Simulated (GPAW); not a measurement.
How far to go with the plane-wave cutoff: Rh (Fm-3m, 1 atom in the cell)

```
Rh
1.0
    0.00000     1.90950     1.90950
    1.90950     0.00000     1.90950
    1.90950     1.90950     0.00000
Rh
1
Direct
  0.00000   0.00000   0.00000
```

Computed with PBE, GPAW PAW datasets PBE (gpaw-data 1.0.1) (plane waves; GPAW).

Base settings: mode = pw; ecut = 550 eV; xc = PBE; kpts = 6 6 6; mesh shift (steps) = 0 0 0; occupations.name = fermi-dirac; occupations.width = 0.1 eV; nbands = -7; symmetry.symmorphic = false; symmetry.tolerance = 0.0005.

The second cell is the first with its lattice scaled by 0.98.

The mesh stays at the base's, so the ladder's end is converged at best in this setting alone.

Only quantities that move along the ladder and can be compared are tabulated.

The count of work is k-points × plane waves × bands × iterations; it is no time. 

The starting cell has typed, rounded lattice constants, without a prior relaxation at this level. Its lattice was rescaled by up to half a per cent. Spin polarisation is off. In the base run, with a pressure of about 6 GPa the cell is away from its equilibrium volume at this level. Without a gap this mesh is coarse (it stands for a supercell whose shortest vector is 16 Å).

| ecut | free energy less the last step's (meV/atom) | energy of the compressed cell less the first (meV/atom) | pressure (GPa) | count of work / last |
|---|---|---|---|---|
| 190 eV | 623.69 | 88.98 | -7.53 | 0.056 |
| 220 eV | 523.37 | 72.07 | 2.29 | 0.080 |
| 250 eV | 451.36 | 73.43 | -0.17 | 0.097 |
| 275 eV | 375.83 | 68.24 | -2.28 | 0.091 |
| 300 eV | 278.99 | 75.95 | -2.88 | 0.11 |
| 330 eV | 178.90 | 76.01 | -1.75 | 0.12 |
| 385 eV | 55.11 | 79.12 | 2.34 | 0.16 |
| 440 eV | 13.58 | 77.80 | 4.87 | 0.18 |
| 495 eV | 3.16 | 78.19 | 5.79 | 0.23 |
| 550 eV | 1.07 | 78.25 | 6.01 | 0.27 |
| 605 eV | 0.57 | 78.25 | 6.05 | 0.32 |
| 660 eV | 0.38 | 78.23 | 6.06 | 0.36 |
| 740 eV | 0.24 | 78.22 | 6.06 | 0.43 |
| 825 eV | 0.19 | 78.22 | 6.07 | 0.50 |
| 960 eV | 0.12 | 78.22 | 6.07 | 0.63 |
| 1100 eV | 0.06 | 78.23 | 6.07 | 0.76 |
| 1320 eV | 0.00 | 78.22 | 6.07 | 1.0 |

Coarsest ecut that holds the energy of the compressed cell less the first within 1 meV/atom of the last step, with all finer ones: 385 eV, at 0.16 of the last step's count of work; the step before is off by 2.2 meV/atom.

Coarsest ecut that holds the pressure within 1 GPa of the last step, with all finer ones: 495 eV, at 0.23 of the last step's count of work; the step before is off by 1.2 GPa.

Coarsest ecut that holds the free energy within 5 meV/atom of the last step, with all finer ones: 495 eV, at 0.23 of the last step's count of work; the step before is off by 14 meV/atom.

The energy difference between the two cells stays within 1 meV/atom of the last step's from 385 eV on, the total only from 605 eV on: much of the error is common to both cells and cancels.

Two neighbours can agree and both be off: 300 eV and 330 eV differ by 0.06 meV/atom in the energy of the compressed cell less the first, yet lie about 2.2 meV/atom from the last step.

At the lowest cutoff the pressure lies 13.6 GPa under the last step's, the usual sign of Pulay stress in an incomplete plane-wave basis.
